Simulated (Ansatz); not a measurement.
Bond-angle distributions (per cent of the angles at each element, bins of 10°) of a relaxed model of amorphous Ge22Sb7Te18C4 at 5.96 g/cm³. Level of theory: PBE-D3(BJ), scalar-relativistic without spin-orbit coupling, PAW (Ansatz default set, large-core Te) (plane waves to 420 eV; Ansatz, a quantum-chemistry and plane-wave program).

The cell was made by melting and quenching with the CHGNet potential and then relaxed with DFT. The hot cell started wider than the set density and was brought back towards it in steps. It is the lowest in DFT energy of 3 quenches. It is a model cell: composition and starting density were chosen by hand, and all elements were melted together. The geometry includes D3(BJ) dispersion. Its density started from a set value of 5.82 and ended at 5.96 g/cm³. Cooling (nominally 110 K/ps over its main leg) ran many orders faster than in experiment, which tends to leave more defects and strain. Values belong to this one cell and scatter from quench to quench. Volume and shape were free in the relaxation. On a 2×2×2 Γ-centred mesh force components of up to 0.36 eV/Å stay, since the relaxation ran on one k-point at (1/4, 1/4, 1/4).

Bonds are counted up to Ge-Ge 2.85 Å, Ge-Sb 2.98 Å, Ge-Te 3.06 Å, Ge-C 2.34 Å, Sb-Sb 3.16 Å, Sb-Te 3.36 Å, Sb-C 2.58 Å, Te-Te 3.31 Å, Te-C 2.57 Å, C-C 1.82 Å.

```
angle (°)  at Ge  at Sb  at Te
---------  -----  -----  -----
50-60          0      0      0
60-70          0      4      3
70-80          1     10      9
80-90         13     24     24
90-100        29     24     19
100-110       30     16     14
110-120       12      4     14
120-130        6      2      5
130-140        3      0      0
140-150        2      2      3
150-160        3      6      7
160-170        2     10      2
170-180        0      0      0
```

They go with these counts of neighbours within the cut-offs, cation contacts included: Ge mean 3.7, most often 4; Sb mean 4.3, most often 4; Te mean 3.0, most often 3.
